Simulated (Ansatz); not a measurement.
Consider the following.

```
CELL_PARAMETERS angstrom
     -2.56072     2.56072     6.04306
      2.56072    -2.56072     6.04306
      2.56072     2.56072    -6.04306
ATOMIC_POSITIONS crystal
  Bi 0.75000 0.25000 0.50000
  Bi 0.00000 0.00000 0.00000
  V  0.25000 0.75000 0.50000
  V  0.50000 0.50000 0.00000
  O  0.07643 0.96459 0.38856
  O  0.57603 0.68787 0.61144
  O  0.71459 0.82603 0.38816
  O  0.43787 0.32643 0.61184
  O  0.67357 0.28541 0.11144
  O  0.17397 0.56213 0.88856
  O  0.03541 0.42397 0.11184
  O  0.31213 0.92357 0.88816
```

No spin polarisation.

Level of theory: r2SCAN (Ansatz, a quantum-chemistry and plane-wave program, PAW, no spin-orbit coupling). Settings: 7×7×7 k-points, 0.05 eV Fermi–Dirac smearing.

Task: What gap character does the calculation give?

Result: Indirect, k = (0.143, -0.143, -0.286) in the run's primitive reciprocal basis → N.

Task: Predict the pressure (mean of the normal stresses, compression positive).

Result: -4.42 GPa.

Spin-orbit coupling, missing from the scalar runs, can matter with Bi. The cells carry an imposed strain or load. Stability against distortions was not tested. All final runs are without spin polarisation. The cell was made from VBiO$_{4}$ (space group I4_1/a, No. 88) by this change: uniaxial strain ε_zz = +4.00 %.
